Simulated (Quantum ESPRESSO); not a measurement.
# How a calculation on Al3Pt5 (Pbam, 16 atoms in the cell) responds to its settings

```
CELL_PARAMETERS angstrom
      5.42852     0.00000     0.00000
      0.00000    10.79197     0.00000
      0.00000     0.00000     3.97142
ATOMIC_POSITIONS crystal
  Al 0.18374 0.63932 0.50000
  Al 0.81626 0.36068 0.50000
  Al 0.68374 0.86068 0.50000
  Al 0.31626 0.13932 0.50000
  Al 0.50000 0.50000 0.00000
  Al 0.00000 0.00000 0.00000
  Pt 0.29188 0.39266 0.50000
  Pt 0.70812 0.60734 0.50000
  Pt 0.79188 0.10734 0.50000
  Pt 0.20812 0.89266 0.50000
  Pt 0.43102 0.73138 0.00000
  Pt 0.56898 0.26862 0.00000
  Pt 0.93102 0.76862 0.00000
  Pt 0.06898 0.23138 0.00000
  Pt 0.50000 0.00000 0.00000
  Pt 0.00000 0.50000 0.00000
```

Base run A: PBEsol, GBRV 1.5 ultrasoft (PBESOL) pseudopotentials (Quantum ESPRESSO 7.5), self-consistent single point.

Its settings: ecutwfc = 40 Ry; ecutrho = 320 Ry; occupations = smearing; smearing = cold; degauss = 0.0099958 Ry; potentials = {Al: al_pbesol_v1.uspp.F.UPF, Pt: pt_pbesol_v1.4.uspp.F.UPF}; K_POINTS = automatic 4 2 5 0 0 0; conv_thr = 1e-10 Ry; mixing_beta = 0.5.

The starting cell comes from a database of computed structures (which also holds hypothetical and non-ambient phases and stackings), without a prior relaxation at this level. Spin polarisation is off. In the base run, with a pressure of about -3 GPa the cell is away from its equilibrium volume at this level.

ΔF is the free energy per atom less that of run A. 

Run A gave: pressure (GPa) -3.22; largest force (eV/Å) 0.171; TS (meV/atom) 0.5; k-points 18.

Runs:
- B: degauss, K_POINTS = 0.002205 Ry, automatic 4 2 5 0 0 0
- C: degauss, K_POINTS = 0.0073499 Ry, automatic 4 2 5 0 0 0
- D: degauss, K_POINTS = 0.02205 Ry, automatic 4 2 5 0 0 0
- E: degauss, K_POINTS = 0.002205 Ry, automatic 4 2 6 0 0 0
- F: degauss, K_POINTS = 0.0073499 Ry, automatic 4 2 6 0 0 0
- G: degauss, K_POINTS = 0.02205 Ry, automatic 4 2 6 0 0 0
- H: degauss, K_POINTS = 0.002205 Ry, automatic 5 3 7 0 0 0
- I: degauss, K_POINTS = 0.0073499 Ry, automatic 5 3 7 0 0 0
- J: degauss, K_POINTS = 0.02205 Ry, automatic 5 3 7 0 0 0
- K: degauss, K_POINTS = 0.002205 Ry, automatic 6 3 8 0 0 0
- L: degauss, K_POINTS = 0.0073499 Ry, automatic 6 3 8 0 0 0
- M: degauss, K_POINTS = 0.02205 Ry, automatic 6 3 8 0 0 0

Problem. What does run H change against A?

Solution. The free energy hardly moves (within 1 meV/atom), the pressure stays near -3.15 GPa while the zz stress (positive for compression) goes from -3.60 to -3.21 GPa and the largest force goes from 0.171 to 0.125 eV/Å.

Problem. What does run M change against A?

Solution. The free energy hardly moves (within 1 meV/atom), the pressure stays near -3.13 GPa while the zz stress (positive for compression) goes from -3.60 to -3.09 GPa and the largest force goes from 0.171 to 0.150 eV/Å.

Problem. What does run J change against A?

Solution. The free energy is nearly the same (within 1 meV/atom), the pressure stays near -3.12 GPa while the zz stress (positive for compression) goes from -3.60 to -3.12 GPa and the largest force goes from 0.171 to 0.149 eV/Å.

```json
[
 {"run": "A", "ΔF (meV/atom)": "0.00", "pressure (GPa)": "-3.22", "largest force (eV/Å)": "0.171", "TS (meV/atom)": "0.5", "k-points": "18"},
 {"run": "B", "ΔF (meV/atom)": "0.34", "pressure (GPa)": "-3.25", "largest force (eV/Å)": "0.189", "TS (meV/atom)": "0.0", "k-points": "18"},
 {"run": "C", "ΔF (meV/atom)": "0.13", "pressure (GPa)": "-3.23", "largest force (eV/Å)": "0.174", "TS (meV/atom)": "0.4", "k-points": "18"},
 {"run": "D", "ΔF (meV/atom)": "-0.45", "pressure (GPa)": "-3.19", "largest force (eV/Å)": "0.185", "TS (meV/atom)": "0.3", "k-points": "18"},
 {"run": "E", "ΔF (meV/atom)": "2.3", "pressure (GPa)": "-3.17", "largest force (eV/Å)": "0.214", "TS (meV/atom)": "0.1", "k-points": "24"},
 {"run": "F", "ΔF (meV/atom)": "2.3", "pressure (GPa)": "-3.16", "largest force (eV/Å)": "0.206", "TS (meV/atom)": "0.0", "k-points": "24"},
 {"run": "G", "ΔF (meV/atom)": "1.43", "pressure (GPa)": "-3.14", "largest force (eV/Å)": "0.183", "TS (meV/atom)": "1.3", "k-points": "24"},
 {"run": "H", "ΔF (meV/atom)": "0.73", "pressure (GPa)": "-3.15", "largest force (eV/Å)": "0.125", "TS (meV/atom)": "0.1", "k-points": "24"},
 {"run": "I", "ΔF (meV/atom)": "0.57", "pressure (GPa)": "-3.14", "largest force (eV/Å)": "0.129", "TS (meV/atom)": "0.2", "k-points": "24"},
 {"run": "J", "ΔF (meV/atom)": "-0.28", "pressure (GPa)": "-3.12", "largest force (eV/Å)": "0.149", "TS (meV/atom)": "1.3", "k-points": "24"},
 {"run": "K", "ΔF (meV/atom)": "1.75", "pressure (GPa)": "-3.16", "largest force (eV/Å)": "0.135", "TS (meV/atom)": "0.1", "k-points": "40"},
 {"run": "L", "ΔF (meV/atom)": "1.59", "pressure (GPa)": "-3.17", "largest force (eV/Å)": "0.141", "TS (meV/atom)": "0.2", "k-points": "40"},
 {"run": "M", "ΔF (meV/atom)": "0.21", "pressure (GPa)": "-3.13", "largest force (eV/Å)": "0.150", "TS (meV/atom)": "2.2", "k-points": "40"}
]
```
